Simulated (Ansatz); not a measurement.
Base system: C in the diamond structure (space group Fd-3m, No. 227).

```
CELL_PARAMETERS angstrom
      0.00000     1.77683     1.77683
      1.77683     0.00000     1.77683
      1.77683     1.77683     0.00000
ATOMIC_POSITIONS crystal
  C  0.50000 0.50000 0.50000
  C  0.75000 0.75000 0.75000
```

Cartesian axes are those of the cell as printed.

Level of theory: DFT with PBEsol, PAW potentials and a 420 eV plane-wave cutoff in Ansatz (a quantum-chemistry and plane-wave program), scalar-relativistic without spin-orbit coupling, earlier PAW set.

Before the change:

Band gap: 4.04 eV

It is then changed as follows: compressive biaxial strain of 1.12 % in the plane normal to [110], as in epitaxy on a mismatched substrate; the out-of-plane cell vector and the atoms relax.

Problem. What does the calculation give for the out-of-plane strain, band gap and in-plane stress after the change?

Solution. The out-of-plane strain comes out as +0.18 %; the band gap falls by 0.15 eV to 3.89 eV; the mean in-plane stress (compression positive) is +14.7 GPa.

Stability against distortions was not tested.
